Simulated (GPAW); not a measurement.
Band structure of BPO₄ (I-4, 6 atoms in the cell).

```
CELL_PARAMETERS angstrom
     -2.13000     2.13000     3.26259
      2.13000    -2.13000     3.26259
      2.13000     2.13000    -3.26259
ATOMIC_POSITIONS crystal
  B  0.25000 0.75000 0.50000
  P  0.00000 0.00000 0.00000
  O  0.26534 0.38482 0.39680
  O  0.61518 0.01198 0.88052
  O  0.98802 0.86854 0.60320
  O  0.13146 0.73466 0.11948
```

Method of the run: PBEsol, GPAW PAW datasets PBEsol (made by gpaw-setup) (plane waves; GPAW 25.7.0).

Settings: mode = pw; ecut = 950 eV; xc = PBEsol; kpts = 6 6 6; mesh shift (steps) = 0 0 0; occupations.name = fermi-dirac; occupations.width = 0 eV; nbands = -8; convergence.bands = -6; symmetry.symmorphic = false; symmetry.tolerance = 0.0005; maxiter = 150; bandpath_npoints = 40.

The starting cell comes from a database of computed structures (which also holds hypothetical and non-ambient phases and stackings), without a prior relaxation at this level. Its lattice was rescaled by a random factor within 2.5 % of one.

Question: Predict the gap along the standard path and the places of the band edges.

Answer: The gap along the path is 8.05 eV, from Z to Γ; the smallest direct gap on it is 8.27 eV.

Levels in eV from the top of the valence band on the SCF mesh, bands 13 to 20:
| point | 13 | 14 | 15 | 16 | 17 | 18 | 19 | 20 |
|---|---|---|---|---|---|---|---|---|
| Γ | -1.30 | -1.15 | -0.22 | -0.22 | 8.05 | 8.74 | 11.38 | 11.38 |
| X | -1.04 | -0.61 | -0.13 | -0.10 | 10.30 | 10.48 | 10.55 | 11.53 |
| Y | -1.12 | -0.77 | -0.34 | -0.17 | 9.98 | 10.19 | 10.76 | 11.39 |
| S | -1.45 | -1.28 | -0.27 | -0.15 | 9.55 | 10.14 | 11.00 | 11.33 |
| Z | -2.25 | -2.05 | 0.00 | 0.00 | 10.04 | 10.04 | 10.43 | 10.85 |
| S1 | -1.45 | -1.28 | -0.27 | -0.15 | 9.55 | 10.14 | 11.00 | 11.33 |
| N | -1.58 | -0.76 | -0.43 | 0.00 | 9.60 | 10.54 | 10.81 | 11.20 |
| P | -1.19 | -0.60 | -0.28 | -0.27 | 10.20 | 10.43 | 10.68 | 10.79 |
| Y1 | -1.12 | -0.77 | -0.34 | -0.17 | 9.98 | 10.19 | 10.76 | 11.39 |
